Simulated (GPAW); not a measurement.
Band structure of YGa (Cmcm, 4 atoms in the cell).

```xyz
4
Lattice="2.1930 -5.4916 0.0000 2.1930 5.4916 0.0000 0.0000 0.0000 4.1145" Properties=species:S:1:pos:R:3 pbc="T T T"
Y      2.1930    -3.9642     3.0859
Y      2.1930     3.9642     1.0286
Ga     2.1930    -0.8154     3.0859
Ga     2.1930     0.8154     1.0286
```

Method of the run: LDA (Perdew-Wang 92), GPAW PAW datasets LDA (gpaw-data 1.0.1) (plane waves; GPAW).

Settings: mode = pw; ecut = 550 eV; xc = LDA; kpts = 6 6 6; mesh shift (steps) = 0 0 0; occupations.name = fermi-dirac; occupations.width = 0.1 eV; nbands = -10; convergence.forces = 0.001 eV/Å; symmetry.symmorphic = false; symmetry.tolerance = 0.0005; maxiter = 150; bandpath_npoints = 40.

The starting cell comes from a database of computed structures (which also holds hypothetical and non-ambient phases and stackings), without a prior relaxation at this level. Its lattice was rescaled by a random factor within 2.5 % of one.

Levels in eV from the Fermi level, bands 11 to 18:
```
point     11     12     13     14     15     16    17    18
-----  -----  -----  -----  -----  -----  -----  ----  ----
Γ      -1.46  -0.56  -0.29   0.23   0.86   1.45  1.81  2.67
X      -3.20  -0.99  -0.72  -0.43   1.32   1.39  2.08  2.25
S      -2.66  -1.83  -0.68  -0.42   1.02   1.44  2.48  2.52
R      -1.56  -1.56  -0.89  -0.89   0.05   0.05  3.36  3.36
A      -1.88  -1.88  -0.79  -0.79   0.29   0.29  3.01  3.01
Z      -1.35  -1.35  -0.61  -0.61  -0.19  -0.19  3.57  3.57
Y      -0.59  -0.29  -0.18  -0.09   0.30   1.97  2.23  2.48
X1     -3.20  -0.99  -0.72  -0.43   1.32   1.39  2.08  2.25
A1     -1.88  -1.88  -0.79  -0.79   0.29   0.29  3.01  3.01
T      -2.63  -2.63  -0.08  -0.08   0.76   0.76  2.14  2.14
```

Bands cross the Fermi level along this path, so the cell is metallic at this level.
